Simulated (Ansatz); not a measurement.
Reference: Ca (Fm-3m), PBEsol, DFPT electron-phonon coupling, linearised Boltzmann equation (plane waves, PAW, scalar-relativistic; Ansatz, a program for electronic structure); geometry: relaxed with this functional, without spin-orbit coupling.

Space group Fm-3m (No. 225); a = b = c = 5.453 Å, α = β = γ = 90.00°

| atom | site | symmetry | x | y | z |
|---|---|---|---|---|---|
| Ca | 4a | m-3m | 0.0000 | 0.0000 | 0.0000 |
(The calculation used a cell of 1 atom; values per cell refer to that cell.)

resistivity at 300 K: 9.7 μΩ·cm
electron-phonon coupling λ: 0.144
logarithmic mean phonon energy: 11.5 meV

Task: Swap Ca for Al, keeping the structure type. How do these values move?

Result: Al (Fm-3m): volume per atom 40.5 to 16.1 Å³; resistivity at 300 K falls (9.7 μΩ·cm to 2.3 μΩ·cm); electron-phonon coupling λ rises (0.144 to 0.40); logarithmic mean phonon energy rises (11.5 meV to 25 meV).

Task: Swap Ca for Pb, keeping the structure type. How do these values move?

Result: Pb (Fm-3m): volume per atom 40.5 to 30.2 Å³; resistivity at 300 K rises (9.7 μΩ·cm to 11.5 μΩ·cm); electron-phonon coupling λ rises (0.144 to 1.08); logarithmic mean phonon energy falls (11.5 meV to 5.4 meV).

Task: Swap Ca for Ag, keeping the structure type. How do these values move?

Result: Ag (Fm-3m): volume per atom 40.5 to 16.6 Å³; resistivity at 300 K falls (9.7 μΩ·cm to 1.64 μΩ·cm); electron-phonon coupling λ falls (0.144 to 0.124); logarithmic mean phonon energy rises (11.5 meV to 12.7 meV).

Moves up to 10 % count as about the same. Metals; harmonic phonons alone scatter; means over directions. Halving the electron mesh moves these values by up to 7 %; q meshes are mostly untested. Some of the runs warned that the eigensolver left states short of its tolerance. Spin-orbit coupling is left out.

The missing spin-orbit coupling matters most for Pb (Fm-3m).
